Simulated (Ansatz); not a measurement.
# A computed series for LaMoN3: response to strain

Start from LaMoN₃ (space group R3c, No. 161; a = 5.6503 Å, c = 13.7753 Å (hexagonal axes); a cell from a computed database, its experimental status unchecked). Axes: x lies along a and z along c of the hexagonal cell.

Strains are applied to the cell and any free atomic positions relax; under biaxial strain the out-of-plane vector relaxes too; under stress the whole cell relaxes.

Computed with PBEsol (Ansatz, a first-principles code; PAW; 420 eV plane waves; no spin-orbit coupling).

Notes on the quantities. energy relative to the base: free energy F; pressure: mean of the normal stresses, compression positive.

```tsv
variant	energy relative to the base	gap character	pressure	band gap	shortest interatomic distance
base	0 meV/atom	indirect, F → k = (0, 0.143, 0.143) in the run's primitive reciprocal basis	0.00 GPa	1.07 eV	1.862 Å
biaxial strain +1.98 %, plane normal [001], relaxed out of plane	+12 meV/atom	indirect, F → L–Γ (20 % along)	-4.90 GPa	1.06 eV	1.869 Å
uniaxial strain ε_xx = −2.61 %	+8.0 meV/atom	indirect, L₂ → k = (0, 0.143, 0.143) in the run's primitive reciprocal basis	4.99 GPa	0.94 eV	1.851 Å
uniaxial stress, 0.5 GPa tension along x	+0.1 meV/atom	indirect, L₂ → A–Γ (20 % along)	–	1.06 eV	1.860 Å
tensor shear ε_xz = −3.47 %	+8.8 meV/atom	indirect, T → Γ	1.42 GPa	0.43 eV	1.823 Å
```

Stability under load was not tested beyond the relaxation. k-point labels follow each cell's own Brillouin zone.
